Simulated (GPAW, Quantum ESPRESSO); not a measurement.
A Quantum ESPRESSO input for a self-consistent single point of LiMnN2 (I-42d, 8 atoms in the cell) (DFT, PBEsol, plane waves, PseudoDojo standard norm-conserving (PBESOL) pseudopotentials):

```fortran
&control
  calculation = 'scf',
  outdir = './tmp/',
  pseudo_dir = './',
  verbosity = 'high',
  tprnfor = .true.,
  tstress = .true.,
/
&system
  ibrav = 7,
  celldm(1) = 8.4473630154,
  celldm(3) = 1.839820659342,
  nat = 8,
  ntyp = 3,
  ecutwfc = 100,
  occupations = 'smearing',
  smearing = 'gauss',
  degauss = 0.0147,
  nspin = 2,
  starting_magnetization(2) = 0.267,
/
&electrons
  conv_thr = 1e-10,
  mixing_beta = 0.5,
/
ATOMIC_SPECIES
Li     6.9400  Li.upf
Mn    54.9380  Mn.upf
N     14.0070  N.upf
ATOMIC_POSITIONS crystal
Li   -0.5000000000    0.7500000000    0.2500000000
Li    0.0000000000    0.5000000000    0.5000000000
Mn   -0.5000000000    0.2500000000    0.7500000000
Mn    0.0000000000    0.0000000000    0.0000000000
N    -0.0684800000    0.9434800000    0.3750000000
N    -0.4315200000    0.1250000000    0.0565200000
N    -0.9315200000    0.3065200000    0.8750000000
N    -0.5684800000    0.6250000000    0.6934800000
K_POINTS automatic
5 5 5  0 0 0
```

Q: Translate this input to GPAW.

A: This is the input that was run; spellings and numerical settings could be chosen otherwise.

```python
from ase import Atoms
from ase.units import GPa
from gpaw import GPAW

atoms = Atoms(['Li', 'Li', 'Mn', 'Mn', 'N', 'N', 'N', 'N'],
              cell=[[-2.235076, 2.235076, 4.112139],
                    [2.235076, -2.235076, 4.112139],
                    [2.235076, 2.235076, -4.112139]],
              scaled_positions=[[0.250000, 0.750000, 0.500000],
                                [0.500000, 0.500000, 0.000000],
                                [0.750000, 0.250000, 0.500000],
                                [0.000000, 0.000000, 0.000000],
                                [0.375000, 0.943480, 0.068480],
                                [0.056520, 0.125000, 0.431520],
                                [0.875000, 0.306520, 0.931520],
                                [0.693480, 0.625000, 0.568480]],
              pbc=True)

atoms.set_initial_magnetic_moments([0.0, 0.0, 4.0, 4.0, 0.0, 0.0, 0.0, 0.0])

calc = GPAW(spinpol=True,
            mode={'name': 'pw', 'ecut': 900},
            xc='PBEsol',
            kpts=(5, 5, 5),
            occupations={'name': 'methfessel-paxton', 'width': 0.2, 'order': 0},
            nbands=-16,
            convergence={'density': 1e-05, 'energy': 1e-05},
            symmetry={'symmorphic': False, 'tolerance': 0.0005},
            maxiter=150,
            txt='-')

atoms.calc = calc

energy = atoms.get_potential_energy()
print('Energy (eV):', round(energy, 6))
forces = atoms.get_forces()
print('Forces (eV/Ang):')
print(forces.round(5))
stress = atoms.get_stress()
print('Stress (GPa, Voigt):', (stress / GPa).round(4))
```

Basis, cutoffs, solver keys and any potentials are the target program's own. This input uses DFT PBEsol, plane waves, GPAW PAW datasets PBEsol (made by gpaw-setup).

The starting cell comes from a database of computed structures (which also holds hypothetical and non-ambient phases and stackings), without a prior relaxation at this level. For this run, on top of that: lattice scaled by 0.98.
